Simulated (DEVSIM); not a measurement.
System: illuminated Ge n-on-p cell, one wavelength, at 300 K.

```
layer (left to right)  material  thickness (μm)  Nd (cm⁻³)  Na (cm⁻³)  τn (s)  τp (s)  absorption coefficient (cm⁻¹)
---------------------  --------  --------------  ---------  ---------  ------  ------  -----------------------------
1                            Ge           0.270     9.2e17          -    1e-6  1.3e-7                           1300
2                            Ge             160          -     1.2e16  1.1e-6  1.1e-6                           1300
```

Left contact: ohmic, minority hole recombination velocity 100 cm/s. Right contact: ohmic, minority electron recombination velocity 6e6 cm/s. Voltage is applied to the left contact. Recombination: SRH at mid-gap, radiative, Auger. Light enters at the left, 7.8e17 photons cm⁻² s⁻¹, one pass, no reflection. Mobility is constant in doping. Where it depends on doping, it is μmin + (μ − μmin)/(1 + (N/Nref)^α).

The device is made up for the run: typed textbook-type constants, with dimensions and the other settings drawn at random. Values at 300 K; Nc and Nv go as T^1.5, mobilities as T to minus their exponent, the gap by Varshni's rule with the affinity fixed. The table also holds parameters that only a changed run uses.

```
parameter               Ge
----------------  --------
gap (eV)             0.664
affinity (eV)            4
permittivity            16
Nc (cm⁻³)          1.04e19
Nv (cm⁻³)             6e18
μn (cm²/Vs)           3900
μp (cm²/Vs)           1900
μn,min                 150
μp,min                 100
Nref,n              2.6e17
Nref,p                4e17
αn                    0.56
αp                     0.6
T exponent of μn      1.66
T exponent of μp      2.33
B (cm³/s)          6.4e-14
Cn (cm⁶/s)           1e-31
Cp (cm⁶/s)           1e-31
Varshni α (eV/K)  0.000477
Varshni β (K)          235
```

Simulated with DEVSIM: 1D drift-diffusion, Boltzmann statistics, complete ionisation; no tunnelling, impact ionisation, image-force lowering or self-heating.

Base results: largest field in the device at zero bias (V/cm) 52000; potential step across the device at zero bias (V) 0.441; dark forward voltage at 100 A/cm² (V) 0.438.

Problem. What follows from this one change: recombination velocity at the left contact 100 → 1e+07 cm/s?

Solution. largest field in the device at zero bias little changed (52000 V/cm); potential step across the device at zero bias little changed (0.441 V); dark forward voltage at 100 A/cm² 0.438 → 0.500 V.

Problem. What follows from this one change: temperature 300 → 450 K?

Solution. largest field in the device at zero bias 52000 → 57000 V/cm; potential step across the device at zero bias 0.441 → 0.228 V; dark forward voltage at 100 A/cm² 0.438 → 0.254 V.

Problem. What follows from this one change: minority lifetime in layer 2 1.1e-06 → 3.3e-06 s?

Solution. largest field in the device at zero bias little changed (52000 V/cm); potential step across the device at zero bias little changed (0.441 V); dark forward voltage at 100 A/cm² 0.438 → 0.427 V.

Problem. What follows from this one change: thickness of layer 2 160 → 96 μm?

Solution. largest field in the device at zero bias little changed (52000 V/cm); potential step across the device at zero bias little changed (0.441 V); dark forward voltage at 100 A/cm² 0.438 → 0.401 V.

Problem. What follows from this one change: doping-dependent mobility in place of the constant one?

Solution. largest field in the device at zero bias little changed (52000 V/cm); potential step across the device at zero bias little changed (0.441 V); dark forward voltage at 100 A/cm² 0.438 → 0.449 V.
